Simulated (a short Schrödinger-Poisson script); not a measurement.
Stack: gated In0.52Al0.48As/In0.53Ga0.47As δ-doped gas in a quantum well, at 77 K.

```
layer        material  thickness (nm)  Na (cm⁻³)
-----  --------------  --------------  ---------
1      In0.52Al0.48As               8          -
2      In0.52Al0.48As               2          -
3      In0.53Ga0.47As               6          -
4      In0.52Al0.48As            4000       2e15
```

Constants are typed, rounded textbook-type inputs, not results; the design itself was drawn at random and stands for no fabricated device. In0.52Al0.48As: permittivity 12.5, conduction-band edge (eV) 0.52, gap (eV) 1.45, electron mass (mₑ) 0.075, Nv at 300 K (cm⁻³) 1.1e19. In0.53Ga0.47As: permittivity 13.9, conduction-band edge (eV) 0, gap (eV) 0.74, Nv at 300 K (cm⁻³) 7.7e18.

Channel valleys (confinement mass, in-plane density-of-states mass, number): Γ 0.041, 0.041, 1. At the gate the conduction-band edge of layer 1 lies 0.65 eV − eVg above the Fermi level of the channel; the field vanishes at the back. Sheet of ionised δ-doping: +2.4e12 e/cm² at 8 nm from the gate. The barrier under the gate holds no holes. Gaps are held at their typed values at every temperature. Mesh 0.08 nm at interfaces.

From a short Schrödinger-Poisson script (our own, NumPy): 1D Poisson equation in equilibrium, electrons quantum, Hartree plus LDA exchange-correlation (BenDaniel-Duke, 40 states a valley, the channel's in-plane mass for all, wave functions free to enter the barrier), parabolic valleys, classical holes, full ionisation, no traps, pinning or gate leakage.

The same stack at other levels of the model or other numerical settings:

```
run                                          sheet density of all electrons at Vg = 0.4 V (cm⁻²)  capacitance at Vg = 0.4 V (μF/cm²)  centroid of the channel electrons at Vg = 0.4 V (nm)  rough cost against the base
-------------------------------------------  ---------------------------------------------------  ----------------------------------  ----------------------------------------------------  ---------------------------
base                                                                                     1.91e12                               0.725                                                  2.79                      about 1
electrons treated as classical, Boltzmann                                                3.23e12                                1.07                                                  0.70                         0.02
electrons treated as classical, Fermi-Dirac                                              1.91e12                               0.680                                                  2.70                          0.1
electrons treated as quantum, Hartree                                                    1.84e12                               0.716                                                  2.80                      about 1
mesh six times as coarse                                                                 1.91e12                               0.726                                                  2.78                          0.3
one subband a valley                                                                     1.91e12                               0.725                                                  2.79                          0.3
```

The classical rows ignore confinement, and Boltzmann statistics overrate the density once the band edge passes the Fermi level.
